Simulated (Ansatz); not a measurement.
HfS2 (model structure, started from the rutile type, P4₂/mnm, No. 136, 6 atoms in the cell): properties by level of theory

```json
[
 {"level (code)": "PBE (Ansatz)", "lattice constant a (Å)": "(withheld)", "c axis length (Å)": "3.707"},
 {"level (code)": "PBEsol (Ansatz)", "lattice constant a (Å)": "6.024", "c axis length (Å)": "3.652"},
 {"level (code)": "PBE-D3(BJ) (Ansatz)", "lattice constant a (Å)": "6.027", "c axis length (Å)": "3.681"}
]
```

### Question
Complete the blanks.

### Answer

- PBE (Ansatz, a program for electronic structure), lattice constant a (Å): 6.088

Ansatz's density-functional and Hartree–Fock values are scalar-relativistic unless marked +SOC, with PAW data made under PBE.

A model structure was made by putting elements into a prototype or built by hand; it is no filed structure, need not be a known phase, and can be a saddle point held by its symmetry.
